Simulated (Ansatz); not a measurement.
Electronic density of states of amorphous germanium selenide (Ge24Se36), density 4.72 g/cm³, on a 2×2×2 Γ-centred mesh with a Gaussian width of 0.1 eV; energies count from the Fermi level, whose place inside the gap is arbitrary. Cell and mesh are small, so fine structure isn't converged. Method: PBE-D3(BJ), scalar-relativistic without spin-orbit coupling, PAW (Ansatz default set, large-core Se) (plane waves to 420 eV; Ansatz, a quantum-chemistry and plane-wave program). Sampling: a 2×2×2 Γ-centred mesh; Fermi-Dirac width 0.05 eV; no spin polarisation.

A CHGNet melt-quench gave the starting glass, which DFT then relaxed. The hot cell started wider than the set density and was brought back towards it in steps. It is the lowest in DFT energy of 4 quenches. It is a model cell: composition and starting density were chosen by hand, and all elements were melted together. The geometry includes D3(BJ) dispersion. A short ab initio anneal came between quench and relaxation. Its density started from a set value of 4.19 and ended at 4.72 g/cm³. The quench (nominally 120 K/ps over its main leg) was far faster than any real one, so the model tends to hold more defects than a real film. One small periodic cell is one sample of the glass; other quenches scatter about these values. Volume and shape were free in the relaxation. On a 2×2×2 Γ-centred mesh force components of up to 0.16 eV/Å stay, since the relaxation ran on one k-point at (1/4, 1/4, 1/4).

```json
[
 {"E - EF (eV)": "-12.00", "states/(eV atom)": "0.00"},
 {"E - EF (eV)": "-11.90", "states/(eV atom)": "0.00"},
 {"E - EF (eV)": "-11.80", "states/(eV atom)": "0.00"},
 {"E - EF (eV)": "-11.70", "states/(eV atom)": "0.00"},
 {"E - EF (eV)": "-11.60", "states/(eV atom)": "0.00"},
 {"E - EF (eV)": "-11.50", "states/(eV atom)": "0.00"},
 {"E - EF (eV)": "-11.40", "states/(eV atom)": "0.00"},
 {"E - EF (eV)": "-11.30", "states/(eV atom)": "0.00"},
 {"E - EF (eV)": "-11.20", "states/(eV atom)": "0.00"},
 {"E - EF (eV)": "-11.10", "states/(eV atom)": "0.00"},
 {"E - EF (eV)": "-11.00", "states/(eV atom)": "0.00"},
 {"E - EF (eV)": "-10.90", "states/(eV atom)": "0.00"},
 {"E - EF (eV)": "-10.80", "states/(eV atom)": "0.00"},
 {"E - EF (eV)": "-10.70", "states/(eV atom)": "0.00"},
 {"E - EF (eV)": "-10.60", "states/(eV atom)": "0.00"},
 {"E - EF (eV)": "-10.50", "states/(eV atom)": "0.00"},
 {"E - EF (eV)": "-10.40", "states/(eV atom)": "0.00"},
 {"E - EF (eV)": "-10.30", "states/(eV atom)": "0.00"},
 {"E - EF (eV)": "-10.20", "states/(eV atom)": "0.00"},
 {"E - EF (eV)": "-10.10", "states/(eV atom)": "0.00"},
 {"E - EF (eV)": "-10.00", "states/(eV atom)": "0.00"},
 {"E - EF (eV)": "-9.90", "states/(eV atom)": "0.00"},
 {"E - EF (eV)": "-9.80", "states/(eV atom)": "0.00"},
 {"E - EF (eV)": "-9.70", "states/(eV atom)": "0.00"},
 {"E - EF (eV)": "-9.60", "states/(eV atom)": "0.00"},
 {"E - EF (eV)": "-9.50", "states/(eV atom)": "0.00"},
 {"E - EF (eV)": "-9.40", "states/(eV atom)": "0.02"},
 {"E - EF (eV)": "-9.30", "states/(eV atom)": "0.13"},
 {"E - EF (eV)": "-9.20", "states/(eV atom)": "0.28"},
 {"E - EF (eV)": "-9.10", "states/(eV atom)": "0.29"},
 {"E - EF (eV)": "-9.00", "states/(eV atom)": "0.25"},
 {"E - EF (eV)": "-8.90", "states/(eV atom)": "0.24"},
 {"E - EF (eV)": "-8.80", "states/(eV atom)": "0.25"},
 {"E - EF (eV)": "-8.70", "states/(eV atom)": "0.28"},
 {"E - EF (eV)": "-8.60", "states/(eV atom)": "0.29"},
 {"E - EF (eV)": "-8.50", "states/(eV atom)": "0.36"},
 {"E - EF (eV)": "-8.40", "states/(eV atom)": "0.44"},
 {"E - EF (eV)": "-8.30", "states/(eV atom)": "0.49"},
 {"E - EF (eV)": "-8.20", "states/(eV atom)": "0.50"},
 {"E - EF (eV)": "-8.10", "states/(eV atom)": "0.45"},
 {"E - EF (eV)": "-8.00", "states/(eV atom)": "0.33"},
 {"E - EF (eV)": "-7.90", "states/(eV atom)": "0.26"},
 {"E - EF (eV)": "-7.80", "states/(eV atom)": "0.26"},
 {"E - EF (eV)": "-7.70", "states/(eV atom)": "0.25"},
 {"E - EF (eV)": "-7.60", "states/(eV atom)": "0.32"},
 {"E - EF (eV)": "-7.50", "states/(eV atom)": "0.37"},
 {"E - EF (eV)": "-7.40", "states/(eV atom)": "0.38"},
 {"E - EF (eV)": "-7.30", "states/(eV atom)": "0.37"},
 {"E - EF (eV)": "-7.20", "states/(eV atom)": "0.39"},
 {"E - EF (eV)": "-7.10", "states/(eV atom)": "0.32"},
 {"E - EF (eV)": "-7.00", "states/(eV atom)": "0.16"},
 {"E - EF (eV)": "-6.90", "states/(eV atom)": "0.14"},
 {"E - EF (eV)": "-6.80", "states/(eV atom)": "0.14"},
 {"E - EF (eV)": "-6.70", "states/(eV atom)": "0.04"},
 {"E - EF (eV)": "-6.60", "states/(eV atom)": "0.00"},
 {"E - EF (eV)": "-6.50", "states/(eV atom)": "0.00"},
 {"E - EF (eV)": "-6.40", "states/(eV atom)": "0.00"},
 {"E - EF (eV)": "-6.30", "states/(eV atom)": "0.00"},
 {"E - EF (eV)": "-6.20", "states/(eV atom)": "0.00"},
 {"E - EF (eV)": "-6.10", "states/(eV atom)": "0.00"},
 {"E - EF (eV)": "-6.00", "states/(eV atom)": "0.00"},
 {"E - EF (eV)": "-5.90", "states/(eV atom)": "0.00"},
 {"E - EF (eV)": "-5.80", "states/(eV atom)": "0.00"},
 {"E - EF (eV)": "-5.70", "states/(eV atom)": "0.00"},
 {"E - EF (eV)": "-5.60", "states/(eV atom)": "0.03"},
 {"E - EF (eV)": "-5.50", "states/(eV atom)": "0.13"},
 {"E - EF (eV)": "-5.40", "states/(eV atom)": "0.23"},
 {"E - EF (eV)": "-5.30", "states/(eV atom)": "0.31"},
 {"E - EF (eV)": "-5.20", "states/(eV atom)": "0.34"},
 {"E - EF (eV)": "-5.10", "states/(eV atom)": "0.41"},
 {"E - EF (eV)": "-5.00", "states/(eV atom)": "0.51"},
 {"E - EF (eV)": "-4.90", "states/(eV atom)": "0.53"},
 {"E - EF (eV)": "-4.80", "states/(eV atom)": "0.49"},
 {"E - EF (eV)": "-4.70", "states/(eV atom)": "0.53"},
 {"E - EF (eV)": "-4.60", "states/(eV atom)": "0.60"},
 {"E - EF (eV)": "-4.50", "states/(eV atom)": "0.62"},
 {"E - EF (eV)": "-4.40", "states/(eV atom)": "0.62"},
 {"E - EF (eV)": "-4.30", "states/(eV atom)": "0.59"},
 {"E - EF (eV)": "-4.20", "states/(eV atom)": "0.54"},
 {"E - EF (eV)": "-4.10", "states/(eV atom)": "0.58"},
 {"E - EF (eV)": "-4.00", "states/(eV atom)": "0.61"},
 {"E - EF (eV)": "-3.90", "states/(eV atom)": "0.64"},
 {"E - EF (eV)": "-3.80", "states/(eV atom)": "0.68"},
 {"E - EF (eV)": "-3.70", "states/(eV atom)": "0.65"},
 {"E - EF (eV)": "-3.60", "states/(eV atom)": "0.68"},
 {"E - EF (eV)": "-3.50", "states/(eV atom)": "0.67"},
 {"E - EF (eV)": "-3.40", "states/(eV atom)": "0.60"},
 {"E - EF (eV)": "-3.30", "states/(eV atom)": "0.58"},
 {"E - EF (eV)": "-3.20", "states/(eV atom)": "0.64"},
 {"E - EF (eV)": "-3.10", "states/(eV atom)": "0.73"},
 {"E - EF (eV)": "-3.00", "states/(eV atom)": "0.69"},
 {"E - EF (eV)": "-2.90", "states/(eV atom)": "0.66"},
 {"E - EF (eV)": "-2.80", "states/(eV atom)": "0.74"},
 {"E - EF (eV)": "-2.70", "states/(eV atom)": "0.78"},
 {"E - EF (eV)": "-2.60", "states/(eV atom)": "0.76"},
 {"E - EF (eV)": "-2.50", "states/(eV atom)": "0.73"},
 {"E - EF (eV)": "-2.40", "states/(eV atom)": "0.75"},
 {"E - EF (eV)": "-2.30", "states/(eV atom)": "0.76"},
 {"E - EF (eV)": "-2.20", "states/(eV atom)": "0.77"},
 {"E - EF (eV)": "-2.10", "states/(eV atom)": "0.72"},
 {"E - EF (eV)": "-2.00", "states/(eV atom)": "0.71"},
 {"E - EF (eV)": "-1.90", "states/(eV atom)": "0.75"},
 {"E - EF (eV)": "-1.80", "states/(eV atom)": "0.76"},
 {"E - EF (eV)": "-1.70", "states/(eV atom)": "0.76"},
 {"E - EF (eV)": "-1.60", "states/(eV atom)": "0.76"},
 {"E - EF (eV)": "-1.50", "states/(eV atom)": "0.80"},
 {"E - EF (eV)": "-1.40", "states/(eV atom)": "0.81"},
 {"E - EF (eV)": "-1.30", "states/(eV atom)": "0.80"},
 {"E - EF (eV)": "-1.20", "states/(eV atom)": "0.75"},
 {"E - EF (eV)": "-1.10", "states/(eV atom)": "0.69"},
 {"E - EF (eV)": "-1.00", "states/(eV atom)": "0.67"},
 {"E - EF (eV)": "-0.90", "states/(eV atom)": "0.59"},
 {"E - EF (eV)": "-0.80", "states/(eV atom)": "0.48"},
 {"E - EF (eV)": "-0.70", "states/(eV atom)": "0.40"},
 {"E - EF (eV)": "-0.60", "states/(eV atom)": "0.38"},
 {"E - EF (eV)": "-0.50", "states/(eV atom)": "0.38"},
 {"E - EF (eV)": "-0.40", "states/(eV atom)": "0.33"},
 {"E - EF (eV)": "-0.30", "states/(eV atom)": "0.20"},
 {"E - EF (eV)": "-0.20", "states/(eV atom)": "0.07"},
 {"E - EF (eV)": "-0.10", "states/(eV atom)": "0.01"},
 {"E - EF (eV)": "0.00", "states/(eV atom)": "0.00"},
 {"E - EF (eV)": "0.10", "states/(eV atom)": "0.01"},
 {"E - EF (eV)": "0.20", "states/(eV atom)": "0.06"},
 {"E - EF (eV)": "0.30", "states/(eV atom)": "0.13"},
 {"E - EF (eV)": "0.40", "states/(eV atom)": "0.14"},
 {"E - EF (eV)": "0.50", "states/(eV atom)": "0.18"},
 {"E - EF (eV)": "0.60", "states/(eV atom)": "0.33"},
 {"E - EF (eV)": "0.70", "states/(eV atom)": "0.44"},
 {"E - EF (eV)": "0.80", "states/(eV atom)": "0.45"},
 {"E - EF (eV)": "0.90", "states/(eV atom)": "0.45"},
 {"E - EF (eV)": "1.00", "states/(eV atom)": "0.45"},
 {"E - EF (eV)": "1.10", "states/(eV atom)": "0.38"},
 {"E - EF (eV)": "1.20", "states/(eV atom)": "0.32"},
 {"E - EF (eV)": "1.30", "states/(eV atom)": "0.32"},
 {"E - EF (eV)": "1.40", "states/(eV atom)": "0.37"},
 {"E - EF (eV)": "1.50", "states/(eV atom)": "0.33"},
 {"E - EF (eV)": "1.60", "states/(eV atom)": "0.36"},
 {"E - EF (eV)": "1.70", "states/(eV atom)": "0.29"},
 {"E - EF (eV)": "1.80", "states/(eV atom)": "0.24"},
 {"E - EF (eV)": "1.90", "states/(eV atom)": "0.37"},
 {"E - EF (eV)": "2.00", "states/(eV atom)": "0.47"},
 {"E - EF (eV)": "2.10", "states/(eV atom)": "0.50"},
 {"E - EF (eV)": "2.20", "states/(eV atom)": "0.54"},
 {"E - EF (eV)": "2.30", "states/(eV atom)": "0.52"},
 {"E - EF (eV)": "2.40", "states/(eV atom)": "0.55"},
 {"E - EF (eV)": "2.50", "states/(eV atom)": "0.59"},
 {"E - EF (eV)": "2.60", "states/(eV atom)": "0.59"},
 {"E - EF (eV)": "2.70", "states/(eV atom)": "0.65"},
 {"E - EF (eV)": "2.80", "states/(eV atom)": "0.71"},
 {"E - EF (eV)": "2.90", "states/(eV atom)": "0.72"},
 {"E - EF (eV)": "3.00", "states/(eV atom)": "0.70"},
 {"E - EF (eV)": "3.10", "states/(eV atom)": "0.71"}
]
```

The gap on this mesh is 0.48 eV; the broadening fills part of it in the curve.
